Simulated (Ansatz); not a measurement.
Consider the following.

End structure of the (111)A surface of zinc-blende GaP, Ga-terminated, 2x2 with 3 OH on 4 top atoms (bottom of the slab: 3 H on 4 bottom sites):

```
CELL_PARAMETERS angstrom
      7.78845     0.00000     0.00000
     -3.89423     6.74500     0.00000
      0.00000     0.00000    30.50000
ATOMIC_POSITIONS crystal
  P  0.00177 0.99811 0.31837
  P  0.49655 0.99833 0.31849
  P  0.00180 0.50368 0.31839
  P  0.50007 0.50004 0.30441
  Ga 0.34484 0.18997 0.33978
  Ga 0.83365 0.16682 0.34047
  Ga 0.34493 0.65499 0.33975
  Ga 0.81004 0.65503 0.33989
  P  0.33333 0.16667 0.41812
  P  0.83333 0.16667 0.41812
  P  0.33333 0.66667 0.41812
  P  0.83333 0.66667 0.41812
  Ga 0.16667 0.33333 0.44418
  Ga 0.66667 0.33333 0.44418
  Ga 0.16667 0.83333 0.44418
  Ga 0.66667 0.83333 0.44418
  P  0.16691 0.33361 0.52245
  P  0.66672 0.33328 0.52216
  P  0.16491 0.83280 0.52235
  P  0.66787 0.83378 0.52225
  Ga 0.00061 0.00192 0.54922
  Ga 0.49927 0.99914 0.54746
  Ga 0.99968 0.49890 0.54860
  Ga 0.50017 0.50025 0.54854
  P  0.00373 0.00956 0.62847
  P  0.49634 0.99758 0.62435
  P  0.00228 0.49517 0.62740
  P  0.49168 0.49620 0.62720
  Ga 0.33892 0.16136 0.65512
  Ga 0.81702 0.16033 0.65423
  Ga 0.33568 0.67575 0.65470
  Ga 0.83266 0.66718 0.63774
  H  0.99791 0.00238 0.27169
  H  0.50444 0.00222 0.27180
  H  0.99804 0.49560 0.27170
  O  0.33468 0.15675 0.71460
  H  0.45353 0.15957 0.72566
  O  0.76297 0.13952 0.71314
  H  0.88093 0.20488 0.73140
  O  0.31232 0.66005 0.71398
  H  0.42292 0.77356 0.72807
```

Slab: 41 atoms, 14.2 Å thick at the start with caps and adatoms; k 3x3x1, smearing 0.025 eV, dipole-corrected; 8 atoms held, the rest relaxed; no symmetry held; no spin, no spin-orbit, no U. It is one candidate, not shown to be the stable structure of the face.

Task: What gap of the slab on its k-mesh does PBE run with Ansatz (a program for electronic structure) give?

Result: 1.37 eV

Task: Predict the highest filled level below the top vacuum level from PBE.

Result: 6.22 eV
